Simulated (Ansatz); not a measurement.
The starting structures come from a database of crystals and need not be the phases stable at ambient conditions.

Crystal: LuCuS2 (P3m1, not sure to be the ambient phase, 4 atoms a cell, 19.3 Å³ an atom, -2 GPa at this level); planes in its conventional cell.

These are PBEsol (plane waves, PAW; Ansatz, a first-principles code) values and carry that method's errors.

The gap is the functional's own, uncorrected, and κ follows it; spin-orbit coupling is left out. Mid-gap values are interpolated between the computed energies.

| plane | area of the cell (Å²) | mid-gap κ (1/Å) | largest κ in the gap (1/Å) |
|---|---|---|---|
| (001) | 12.7 | 0.18 | 0.19 |
| (100) | 23.2 | ___ | ___ |

Question: The slowest decay depends on the direction. Supply the withheld values.

Answer: 
- (100), mid-gap κ (1/Å): 0.14
- (100), largest κ in the gap (1/Å): 0.14
